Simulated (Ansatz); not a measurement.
CuI, response to strain

Start from CuI in the zinc blende structure (space group F-43m, No. 216; a = 6.0228 Å).

Strains are applied to the cell and any free atomic positions relax.

All numbers come from DFT with r2SCAN, PAW potentials and a 500 eV plane-wave cutoff in Ansatz (a first-principles code), no spin-orbit coupling.

```csv
isotropic strain (%),band gap (eV)
-3,1.96
-2.5,1.91
-2,1.86
-1.5,1.81
-1,1.76
-0.5,?
0,1.67
```

Q: Fit E_g = E₀ + Dε (ε in %) to the rows shown and predict the withheld row.

A: Least squares on the printed values gives E₀ = 1.67 eV, D = -97.1 meV per % of strain (largest residual 0.00 eV); this predicts 1.72 eV, and the run gives 1.71 eV, in agreement.

With I present, leaving out spin-orbit coupling can change the band edges. Stability against distortions was not tested. The final runs are not spin-polarised.
